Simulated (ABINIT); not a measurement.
ABINIT run on Ir (Fm-3m, 1 atom in the cell): self-consistent single point

Level of theory: PBE, PAW (JTH v2.0 PBE PAW) (plane waves; ABINIT 10.0.3).

This input was run:

```
# Ir, JTH v2.0 PBE PAW
pp_dirpath "./"
pseudos "Ir.GGA_PBE-JTH.xml"
acell 2.7017135896 2.7017135896 2.7017135896 Angstrom
rprim
        -0.0000000000    0.7071067812    0.7071067812
         0.7071067812    0.0000000000    0.7071067812
         0.7071067812    0.7071067812   -0.0000000000
natom 1
ntypat 1
znucl 77
typat 1
xred    0.0000000000    0.0000000000    0.0000000000
ecut 20
pawecutdg 40
pawxcdev 0
occopt 7
tsmear 0.1 eV
nband 13
kptopt 1
ngkpt 11 11 11
nshiftk 1
shiftk 0 0 0
nstep 50
tolvrs 1.0e-12
prtwf 0
prtden 0
prtvol 1
enunit 2
```

Output (repeated stretches shortened):

```
 Symmetries : space group Fm -3 m (#225); Bravais cF (face-center cubic)

 -outvars: echo values of preprocessed input variables --------
            acell      5.1054987738E+00  5.1054987738E+00  5.1054987738E+00 Bohr
             ecut      2.00000000E+01 Hartree
           enunit           2
              ixc     -101130
         kptrlatt       11    0    0      0   11    0      0    0   11
          kptrlen      5.61604865E+01
            natom           1
            nband          13
            ngfft          24      24      24
          ngfftdg          30      30      30
             nkpt          56
            nstep          50
             nsym          48
           ntypat           1
           occopt           7
        pawecutdg      4.00000000E+01 Hartree
         pawxcdev           0
            rprim     -0.0000000000E+00  7.0710678120E-01  7.0710678120E-01
                       7.0710678120E-01  0.0000000000E+00  7.0710678120E-01
                       7.0710678120E-01  7.0710678120E-01 -0.0000000000E+00
          spgroup         225
           tolvrs      1.00000000E-12
           tsmear      3.67493254E-03 Hartree
            typat      1
           useylm           1
            znucl       77.00000

== DATASET  1 ==================================================================

 Real(R)+Recip(G) space primitive vectors, cartesian coordinates (Bohr,Bohr^-1):
 R(1)=  0.0000000  3.6101328  3.6101328  G(1)= -0.1384991  0.1384991  0.1384991
 R(2)=  3.6101328  0.0000000  3.6101328  G(2)=  0.1384991 -0.1384991  0.1384991
 R(3)=  3.6101328  3.6101328  0.0000000  G(3)=  0.1384991  0.1384991 -0.1384991
 Unit cell volume ucvol=  9.4102147E+01 bohr^3
 Angles (23,13,12)=  6.00000000E+01  6.00000000E+01  6.00000000E+01 degrees

 Coarse grid specifications (used for wave-functions):

 getcut: wavevector=  0.0000  0.0000  0.0000  ngfft=  24  24  24
         ecut(hartree)=     20.000   => boxcut(ratio)=   2.33503

 Fine grid specifications (used for densities):

 getcut: wavevector=  0.0000  0.0000  0.0000  ngfft=  30  30  30
         ecut(hartree)=     40.000   => boxcut(ratio)=   2.06619

   5.25859805E+02                                ecore*ucvol(ha*bohr**3)

 newkpt: prtvol=0 or 1, do not print more k-points.
_setup2: Arith. and geom. avg. npw (full set) are     401.998     401.972

--- !BeginCycle
solver: {iscf: 17, nstep: 50, nline: 4, wfoptalg: 10, }
tolerances: {tolvrs: 1.00E-12, }
...

     iter   Etot(hartree)      deltaE(h)  residm     nres2
 ETOT  1  -74.968280983363    -7.497E+01 2.873E+01 6.143E+00
 ETOT  2  -77.104161113244    -2.136E+00 2.382E-01 1.477E+01
 ETOT  3  -77.060739870852     4.342E-02 3.988E-02 4.486E+00
 ETOT  4  -77.046462496495     1.428E-02 6.638E-03 3.766E-01
 ETOT  5  -77.045981105757     4.814E-04 1.599E-02 3.889E-04
 ETOT  6  -77.046048017722    -6.691E-05 2.102E-03 4.810E-04
   [... 5 lines left out ...]
 ETOT 12  -77.046048082933    -3.392E-11 4.961E-05 1.277E-09
 ETOT 13  -77.046048082943    -1.067E-11 2.705E-05 8.331E-12
 ETOT 14  -77.046048082943     5.400E-13 1.970E-05 1.567E-11
 ETOT 15  -77.046048082943    -2.558E-13 1.669E-05 1.104E-12
 ETOT 16  -77.046048082943     4.974E-13 1.223E-05 8.079E-14

 At SCF step   16       nres2   =  8.08E-14 < tolvrs=  1.00E-12 =>converged.

 Cartesian components of stress tensor (hartree/bohr^3)
  sigma(1 1)= -5.18962664E-04  sigma(3 2)=  0.00000000E+00
  sigma(2 2)= -5.18962664E-04  sigma(3 1)=  0.00000000E+00
  sigma(3 3)= -5.18962664E-04  sigma(2 1)=  0.00000000E+00

 ----iterations are completed or convergence reached----

 reduced coordinates (array xred) for    1 atoms
       0.000000000000      0.000000000000      0.000000000000
 cartesian forces (eV/Angstrom) at end:
    1     -0.00000000000000    -0.00000000000000    -0.00000000000000
 frms,max,avg= 0.0000000E+00 0.0000000E+00   0.000E+00  0.000E+00  0.000E+00 e/A
 length scales=  5.105498773839  5.105498773839  5.105498773839 bohr
              =  2.701713589600  2.701713589600  2.701713589600 angstroms
 Fermi (or HOMO) energy (hartree) =   0.56986   Average Vxc (hartree)=  -0.48932
 Eigenvalues (hartree) for nkpt=  56  k points:
 kpt#   1, nband= 13, wtk=  0.00075, kpt=  0.0000  0.0000  0.0000 (reduced coord)
  -1.24438   -1.24438   -1.24438    0.15698    0.42635    0.42635    0.42635    0.52767
   0.52767    0.76321    1.07293    1.28067    1.28067
      occupation numbers for kpt#   1
   2.00000    2.00000    2.00000    2.00000    2.00000    2.00000    2.00000    2.00000
   2.00000    0.00000    0.00000    0.00000    0.00000
 prteigrs : prtvol=0 or 1, do not print more k-points.

 Fermi (or HOMO) energy (eV) =  15.50672   Average Vxc (eV)= -13.31514
 Eigenvalues (   eV  ) for nkpt=  56  k points:
 kpt#   1, nband= 13, wtk=  0.00075, kpt=  0.0000  0.0000  0.0000 (reduced coord)
 -33.86119  -33.86119  -33.86119    4.27160   11.60151   11.60151   11.60151   14.35864
  14.35864   20.76802   29.19601   34.84877   34.84877
 prteigrs : prtvol=0 or 1, do not print more k-points.

--- !EnergyTerms
comment             : Components of total free energy in Hartree
kinetic             :  9.64141310323028E+00
hartree             :  8.06604530257023E+00
xc                  : -3.62907006401668E+00
Ewald energy        : -7.14373973598097E+01
psp_core            :  5.58818075578276E+00
local_psp           : -3.27069468055213E+01
spherical_terms     :  7.43204699031010E+00
internal            : -7.70457280774543E+01
'-kT*entropy'       : -3.19809790297638E-04
total_energy        : -7.70460478872446E+01
total_energy_eV     : -2.09652958395576E+03
...

-Cartesian components of stress tensor (GPa)         [Pressure=  1.5268E+01 GPa]
- sigma(1 1)= -1.52684061E+01  sigma(3 2)=  0.00000000E+00
- sigma(2 2)= -1.52684061E+01  sigma(3 1)=  0.00000000E+00
- sigma(3 3)= -1.52684061E+01  sigma(2 1)=  0.00000000E+00

 Calculation completed.
```

The run converged in 16 iterations.

The starting cell has typed, rounded lattice constants, without a prior relaxation at this level. Its lattice was rescaled by up to half a per cent. Spin polarisation is off. With a pressure of about 15 GPa the cell is away from its equilibrium volume at this level.

Cost on one core of a shared machine: roughly 40 s.
